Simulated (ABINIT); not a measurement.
**ABINIT run on BiSbPt (P2_13, 12 atoms in the cell): self-consistent single point**

Level of theory: PBEsol, PAW (JTH v2.0 PBE PAW, files made for PBE) (plane waves; ABINIT).

This input was run:

```
# BiSbPt, JTH v2.0 PBE PAW
pp_dirpath "./"
pseudos "Sb.GGA_PBE-JTH.xml, Bi.GGA_PBE-JTH.xml, Pt.GGA_PBE-JTH.xml"
acell 3*1.0
rprim
        12.5423957481    0.0000000000    0.0000000000
         0.0000000000   12.5423957481    0.0000000000
         0.0000000000    0.0000000000   12.5423957481
natom 12
ntypat 3
znucl 51 83 78
typat 1 1 1 1 2 2 2 2 3 3 3 3
xcart
         5.7980814970    0.8390685030    4.1576435030
         4.1576435030    5.7980814970    0.8390685030
         2.4795064970    2.4795064970    2.4795064970
         0.8390685030    4.1576435030    5.7980814970
         0.8475640550    5.7895859450    2.4710109450
         2.4710109450    0.8475640550    5.7895859450
         4.1661390550    4.1661390550    4.1661390550
         5.7895859450    2.4710109450    0.8475640550
         3.2559203040    3.3812296960    0.0626546960
         0.0626546960    3.2559203040    3.3812296960
         6.5744953040    6.5744953040    6.5744953040
         3.3812296960    0.0626546960    3.2559203040
      Angstrom
ecut 21 Ha
pawecutdg 42 Ha
pawxcdev 0
ixc -116133
occopt 7
tsmear 0.05 eV
nband 99
kptopt 1
ngkpt 3 3 3
nshiftk 1
shiftk 0 0 0
nstep 100
tolvrs 1.0e-12
prtwf 0
prtden 0
enunit 1
```

Output (repeated stretches shortened):

```
 Symmetries : space group P2_1 3 (#198); Bravais cP (primitive cubic)

 -outvars: echo values of preprocessed input variables --------
            acell      1.0000000000E+00  1.0000000000E+00  1.0000000000E+00 Bohr
             ecut      2.10000000E+01 Hartree
           enunit           1
              ixc     -116133
         kptrlatt        3    0    0      0    3    0      0    0    3
          kptrlen      3.76271872E+01
            natom          12
            nband          99
            ngfft          54      54      54
          ngfftdg          75      75      75
             nkpt           4
            nstep         100
             nsym          12
           ntypat           3
           occopt           7
        pawecutdg      4.20000000E+01 Hartree
         pawxcdev           0
            rprim      1.2542395748E+01  0.0000000000E+00  0.0000000000E+00
                       0.0000000000E+00  1.2542395748E+01  0.0000000000E+00
                       0.0000000000E+00  0.0000000000E+00  1.2542395748E+01
          spgroup         198
           tolvrs      1.00000000E-12
           tsmear      1.83746627E-03 Hartree
            typat      1  1  1  1  2  2  2  2  3  3  3  3
           useylm           1
             xred      8.7358000272E-01  1.2642000164E-01  6.2642000164E-01
                       6.2642000164E-01  8.7358000272E-01  1.2642000164E-01
                       3.7358000272E-01  3.7358000272E-01  3.7358000272E-01
                       1.2642000164E-01  6.2642000164E-01  8.7358000272E-01
                       1.2770000165E-01  8.7230000272E-01  3.7230000272E-01
                       3.7230000272E-01  1.2770000165E-01  8.7230000272E-01
                       6.2770000165E-01  6.2770000165E-01  6.2770000165E-01
                       8.7230000272E-01  3.7230000272E-01  1.2770000165E-01
                       4.9056000323E-01  5.0944000113E-01  9.4400011332E-03
                       9.4400011332E-03  4.9056000323E-01  5.0944000113E-01
                       9.9056000323E-01  9.9056000323E-01  9.9056000323E-01
                       5.0944000113E-01  9.4400011332E-03  4.9056000323E-01
            znucl       51.00000   83.00000   78.00000

== DATASET  1 ==================================================================

 Real(R)+Recip(G) space primitive vectors, cartesian coordinates (Bohr,Bohr^-1):
 R(1)= 12.5423957  0.0000000  0.0000000  G(1)=  0.0797296  0.0000000  0.0000000
 R(2)=  0.0000000 12.5423957  0.0000000  G(2)=  0.0000000  0.0797296  0.0000000
 R(3)=  0.0000000  0.0000000 12.5423957  G(3)=  0.0000000  0.0000000  0.0797296
 Unit cell volume ucvol=  1.9730655E+03 bohr^3
 Angles (23,13,12)=  9.00000000E+01  9.00000000E+01  9.00000000E+01 degrees

 Coarse grid specifications (used for wave-functions):

 getcut: wavevector=  0.0000  0.0000  0.0000  ngfft=  54  54  54
         ecut(hartree)=     21.000   => boxcut(ratio)=   2.08708

 Fine grid specifications (used for densities):

 getcut: wavevector=  0.0000  0.0000  0.0000  ngfft=  75  75  75
         ecut(hartree)=     42.000   => boxcut(ratio)=   2.02237

   5.46824156E+04                                ecore*ucvol(ha*bohr**3)

_setup2: Arith. and geom. avg. npw (full set) are    9069.667    9069.655

--- !BeginCycle
solver: {iscf: 17, nstep: 100, nline: 4, wfoptalg: 10, }
tolerances: {tolvrs: 1.00E-12, }
...

     iter   Etot(hartree)      deltaE(h)  residm     nres2
 ETOT  1  -717.34894262200    -7.173E+02 1.153E+00 4.797E+01
 ETOT  2  -727.82004107536    -1.047E+01 4.746E-02 3.190E+01
 ETOT  3  -727.63834481770     1.817E-01 2.488E-02 3.089E+00
 ETOT  4  -727.65606644367    -1.772E-02 8.928E-03 1.984E+00
 ETOT  5  -727.65340047965     2.666E-03 2.716E-03 1.325E-01
 ETOT  6  -727.65472762270    -1.327E-03 1.539E-03 7.202E-02
   [... 14 lines left out ...]
 ETOT 21  -727.65530308238    -1.749E-10 1.248E-04 5.038E-11
 ETOT 22  -727.65530308259    -2.049E-10 2.367E-04 1.515E-11
 ETOT 23  -727.65530308289    -3.008E-10 7.755E-05 1.017E-11
 ETOT 24  -727.65530308299    -9.732E-11 1.426E-04 1.969E-12
 ETOT 25  -727.65530308314    -1.526E-10 4.513E-05 4.517E-13

 At SCF step   25       nres2   =  4.52E-13 < tolvrs=  1.00E-12 =>converged.

 Cartesian components of stress tensor (hartree/bohr^3)
  sigma(1 1)=  5.23555458E-05  sigma(3 2)=  0.00000000E+00
  sigma(2 2)=  5.23555458E-05  sigma(3 1)=  0.00000000E+00
  sigma(3 3)=  5.23555458E-05  sigma(2 1)=  0.00000000E+00

 ----iterations are completed or convergence reached----

 reduced coordinates (array xred) for   12 atoms
       0.873580002724      0.126420001644      0.626420001644
       0.626420001644      0.873580002724      0.126420001644
       0.373580002724      0.373580002724      0.373580002724
       0.126420001644      0.626420001644      0.873580002724
       0.127700001650      0.872300002718      0.372300002718
       0.372300002718      0.127700001650      0.872300002718
       0.627700001650      0.627700001650      0.627700001650
       0.872300002718      0.372300002718      0.127700001650
       0.490560003235      0.509440001133      0.009440001133
       0.009440001133      0.490560003235      0.509440001133
       0.990560003235      0.990560003235      0.990560003235
       0.509440001133      0.009440001133      0.490560003235
 cartesian forces (eV/Angstrom) at end:
    1      0.02799755440610    -0.02799755440610    -0.02799755440610
    2     -0.02799755440610     0.02799755440610    -0.02799755440610
    3      0.02799755440610     0.02799755440610     0.02799755440610
    4     -0.02799755440610    -0.02799755440610     0.02799755440610
    5      0.00217377728281    -0.00217377728281    -0.00217377728281
    6     -0.00217377728281     0.00217377728281    -0.00217377728281
    7      0.00217377728281     0.00217377728281     0.00217377728281
    8     -0.00217377728281    -0.00217377728281     0.00217377728281
    9     -0.02478998352679     0.02478998352679     0.02478998352679
   10      0.02478998352679    -0.02478998352679     0.02478998352679
   11     -0.02478998352679    -0.02478998352679    -0.02478998352679
   12      0.02478998352679     0.02478998352679    -0.02478998352679
 frms,max,avg= 2.1626617E-02 2.7997554E-02   0.000E+00  0.000E+00  0.000E+00 e/A
 length scales=  1.000000000000  1.000000000000  1.000000000000 bohr
              =  0.529177208590  0.529177208590  0.529177208590 angstroms
 Fermi (or HOMO) energy (eV) =   7.86405   Average Vxc (eV)= -10.26432
 Eigenvalues (   eV  ) for nkpt=   4  k points:
 kpt#   1, nband= 99, wtk=  0.03704, kpt=  0.0000  0.0000  0.0000 (reduced coord)
 -21.06510  -21.06359  -21.06358  -21.06358  -21.04705  -21.04705  -21.04705  -21.04612
 -21.04612  -21.04391  -21.04391  -21.04390  -21.03372  -21.03372  -21.03372  -21.02931
 -21.02931  -21.02930  -21.02603  -21.02603  -14.81361  -14.80544  -14.80544  -14.80544
 -14.78842  -14.78842  -14.78842  -14.78603  -14.78603  -14.78495  -14.78494  -14.78494
 -14.78289  -14.78289  -14.78289  -14.76011  -14.76011  -14.76011  -14.75352  -14.75352
  -5.09919   -3.28563   -3.28563   -3.28561   -1.50539   -1.50537   -1.50537   -0.43964
   2.25079    2.25079    2.25079    2.91962    2.91962    2.91963    3.44483    3.44483
   3.72927    3.72927    3.72927    4.13088    4.13088    4.13088    4.57293    4.57294
   4.57294    4.61465    4.61465    4.75570    4.75570    4.75570    4.78989    4.91717
   4.91717    5.67332    5.67332    5.67332    6.38835    7.36280    7.36280    7.36280
   7.78649    7.78649    7.78649    8.82948   10.91922   10.91922   10.91922   11.63775
  11.99012   11.99012   11.99012   12.38845   12.38845   13.70332   13.70332   13.70332
  15.00010   15.00010   15.01295
 prteigrs : prtvol=0 or 1, do not print more k-points.

--- !EnergyTerms
comment             : Components of total free energy in Hartree
kinetic             :  6.62460442953367E+01
hartree             :  1.71934912982029E+02
xc                  : -3.09565109450547E+01
Ewald energy        : -5.61377060119438E+02
psp_core            :  2.77144453679985E+01
local_psp           : -5.55052110664277E+02
spherical_terms     :  1.53835232157606E+02
internal            : -7.27655046925799E+02
'-kT*entropy'       : -2.54945522397909E-04
total_energy        : -7.27655301871322E+02
total_energy_eV     : -1.98005077369847E+04
...

-Cartesian components of stress tensor (GPa)         [Pressure= -1.5404E+00 GPa]
- sigma(1 1)=  1.54035308E+00  sigma(3 2)=  0.00000000E+00
- sigma(2 2)=  1.54035308E+00  sigma(3 1)=  0.00000000E+00
- sigma(3 3)=  1.54035308E+00  sigma(2 1)=  0.00000000E+00

 Calculation completed.
```

The run converged in 25 iterations.

The starting cell comes from a database of computed structures (which also holds hypothetical and non-ambient phases and stackings), without a prior relaxation at this level. Spin polarisation is off. The potentials were made for another functional than the one used.

Cost on one core of a shared machine: roughly 20 min.
